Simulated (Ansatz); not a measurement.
Consider a (001) superlattice of 2 double layers of Si and 6 of Ge (both in the zinc blende type), in-plane lattice that of Si; the cell holds Si4Ge12.

Level of theory: PBE (plane waves to 420 eV, PAW; Ansatz, a first-principles code). Scalar-relativistic, without spin–orbit coupling; PBE gaps are too small against experiment. Its k-point mesh 8×8×2, Fermi–Dirac width 0.01 eV.

Problem. Predict its period and gap.

Solution. 
- period: 23.30 Å
- in-plane lattice vector: 3.869 Å
- strain of bulk Ge held on this lattice, in plane and along the normal: -5.03 %, then +3.50 %
- PBE gap of the superlattice over the mesh and listed points off it: 0.14 eV
